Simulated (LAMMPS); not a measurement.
MD of Si (diamond structure) at zero pressure, 1728 atoms, as a crystal; each row is its own run.

Model: classical MD, pair style edip, file Si.edip; code LAMMPS.

```csv
T (K),enthalpy (eV/atom)
200,-4.5979
300,-4.5713
1010,-4.3770
1270,-4.3019
1520,-4.2262
1770,-4.1482
2020,-4.0579
```

### Question
Fit a straight line, y = a + b x, to these rows (x is the first column, y the second) and predict the run at x = 760.

### Answer
Least squares gives a = -4.6631 and b = 0.0002919. At x = 760 the fit predicts -4.4413 eV/atom. The run itself gave -4.4467 ± 0.0002 eV/atom, so the fit is 5.4 meV/atom high.

Caution (rows 1770; 2020): this crystal lies over the melting point of about 1580 K that Si.edip gives, so it is superheated.
